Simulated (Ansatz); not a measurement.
Effect of uniaxial strain ε_zz = +2.50 % on Li

Base system: Li in the bcc (W type) structure (space group Im-3m, No. 229; a = 3.4343 Å; relaxed with 0.1 eV smearing). Axes: x, y, z lie along the cube axes.

It is then changed as follows: the cell is stretched by 2.50 % along z with no lateral relaxation; the atoms relax in the strained cell.

Computed with DFT with PBEsol, PAW potentials and a 420 eV plane-wave cutoff in Ansatz (an electronic-structure program), scalar-relativistic without spin-orbit coupling. k-mesh 27×27×27 (Γ-centred); smearing 0.1 eV (Fermi–Dirac).

| quantity | base | changed | shift |
|---|---|---|---|
| volume per atom | 20.25 Å³ | 20.76 Å³ | +0.51 Å³ |
| energy relative to the base (free energy F) | 0 meV/atom | +0.5 meV/atom | +0.5 meV/atom |
| pressure (mean of the normal stresses, compression positive) | 0.0 GPa | -0.3 GPa | -0.3 GPa |
| band gap | zero | zero | – |
| stress (xx, yy, zz, yz, xz, xy; compression positive) | – | (-0.3, -0.3, -0.3, 0.0, 0.0, 0.0) GPa | – |

Final structure:

```xyz
1
Lattice="-1.7171 1.7171 1.7601 1.7171 -1.7171 1.7601 1.7171 1.7171 -1.7601" Properties=species:S:1:pos:R:3 pbc="T T T"
Li     0.0000     0.0000     0.0000
```

Whether these cells are dynamically stable was not tested.
